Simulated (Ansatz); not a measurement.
**ZnS in the zinc blende structure (space group F-43m, No. 216)**

```cif
data_SZn
_chemical_formula_sum 'Zn1 S1'
_space_group_name_H-M_alt 'P 1'
_space_group_IT_number 1
_cell_length_a 3.81067
_cell_length_b 3.81067
_cell_length_c 3.81067
_cell_angle_alpha 60.000
_cell_angle_beta 60.000
_cell_angle_gamma 60.000
loop_
_space_group_symop_operation_xyz
  'x, y, z'
loop_
_atom_site_label
_atom_site_type_symbol
_atom_site_fract_x
_atom_site_fract_y
_atom_site_fract_z
_atom_site_occupancy
Zn1 Zn 0.00000 0.00000 0.00000 1
S1 S 0.25000 0.25000 0.25000 1
```

All numbers come from Kohn–Sham DFT with the r2SCAN functional, run in Ansatz (a program for electronic structure) with PAW and 500 eV plane waves, no SOC. Settings: 11×11×11 k-points, 0.05 eV Fermi–Dirac smearing.

| Item | Value |
|---|---|
| Volume per atom | 19.56 Å³ |
| Density | 4.14 g/cm³ |
| Band gap | 2.70 eV, direct at Γ |
| Electron mass | 0.19 mₑ |
| Hole mass (degenerate bands, along [100]) | 0.21, 0.68, 0.68 mₑ |
| Lowest conduction-band minima above the VBM | Γ 2.70 eV; X along ⟨100⟩ 3.71 eV; L along ⟨111⟩ 3.82 eV |
| Total energy | -2116.725 eV/atom (σ→0; compares only within this code and set-up) |

Effective masses come from finite differences of ±0.01 Å⁻¹. Stability against distortions was not tested.
